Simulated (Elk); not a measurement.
Elk run on YAl3Ag (Imm2, 5 atoms in the cell): self-consistent single point.

Method: Elk with PBEsol, all-electron FP-LAPW, Elk's shipped species files, default APW+lo basis.

```yaml
crystal:
  lattice:
    - [-2.10990, 2.11889, 5.70845]
    - [2.10990, -2.11889, 5.70845]
    - [2.10990, 2.11889, -5.70845]
  atoms:
    - { symbol: Y, position: [0.00014, 0.00014, 0.00000] }
    - { symbol: Al, position: [0.24985, 0.74985, 0.50000] }
    - { symbol: Al, position: [0.60966, 0.60966, 0.00000] }
    - { symbol: Al, position: [0.39014, 0.39014, 0.00000] }
    - { symbol: Ag, position: [0.75020, 0.25020, 0.50000] }
```

Reference input (self-consistent single point, DFT, LDA (PW92), all-electron FP-LAPW, Elk's shipped species files, default APW+lo basis): swidth = 0.00183747 Ha; ngridk = 7 7 7; rmtscf = 0.98; maxscl = 100. This run's input differs from it in these lines:

```diff
@@ -2,2 +2,5 @@
   0
+
+xctype
+  22
```

Log, with long lists cut:

```
│ Self-consistent loop started │
│ Loop number : 1 │
 total energy                :     -9402.96792562
│ Loop number : 2 │
 total energy                :     -9404.40771990
RMS change in Kohn-Sham potential (target) :   0.5834323291     (  0.1000000000E-05)
Absolute change in total energy (target)   :    1.439794274     (  0.1000000000E-03)
│ Loop number : 3 │
 total energy                :     -9403.57630743
RMS change in Kohn-Sham potential (target) :   0.5822486793     (  0.1000000000E-05)
Absolute change in total energy (target)   :   0.4714638939     (  0.1000000000E-03)
│ Loop number : 4 │
   [... lines left out ...]
Absolute change in total energy (target)   :   0.6153565537E-03 (  0.1000000000E-03)
│ Loop number : 16 │
 total energy                :     -9425.78590208
RMS change in Kohn-Sham potential (target) :   0.1145041351E-06 (  0.1000000000E-05)
Absolute change in total energy (target)   :   0.1444604750E-03 (  0.1000000000E-03)
│ Loop number : 17 │
 total energy                :     -9425.78589821
RMS change in Kohn-Sham potential (target) :   0.4693822076E-07 (  0.1000000000E-05)
Absolute change in total energy (target)   :   0.3223976819E-04 (  0.1000000000E-03)
Convergence targets achieved

│ Loop number : 18 │

Energies :
 Fermi                       :     0.241738622662
 total energy                :     -9425.78589738

Density of states at Fermi energy :    27.67615292
 (states/Hartree/unit cell)

Estimated indirect band gap :   0.2704401430E-02
 from k-point     98 to k-point     51
Estimated direct band gap   :   0.1120755663E-01
 at k-point     90

Charges :
 core                        :    68.00000000
 valence                     :    57.00000000
 interstitial                :    8.983821837
 muffin-tins (core leakage)
  species :    1 (Y)
   atom    1                 :    36.63233725     (  0.1255749763E-04)
  species :    2 (Al)
   atom    1                 :    11.09516184     (  0.5976135464E-03)
   atom    2                 :    11.17480588     (  0.6071132692E-03)
   atom    3                 :    11.17555304     (  0.6072403605E-03)
  species :    3 (Ag)
   atom    1                 :    45.93832015     (  0.2184524561E-08)
 total in muffin-tins        :    116.0161782
 total calculated charge     :    124.9780917
 total charge                :    125.0000000
 error                       :   0.2190831278E-01

│ Self-consistent loop stopped │
```

The run converged in 18 iterations. The count includes the last loop, which Elk runs after its targets are met. 

The starting cell comes from a database of computed structures (which also holds hypothetical and non-ambient phases and stackings), without a prior relaxation at this level. Its lattice was rescaled by a random factor within 2.5 % of one. Values depend on the basis (sphere radii, cutoffs, local orbitals), which need not be converged. The log's line on a gap gives a spacing of levels on this mesh, which the program prints for metals too.

Cost on one core of a shared machine: roughly 2 min.
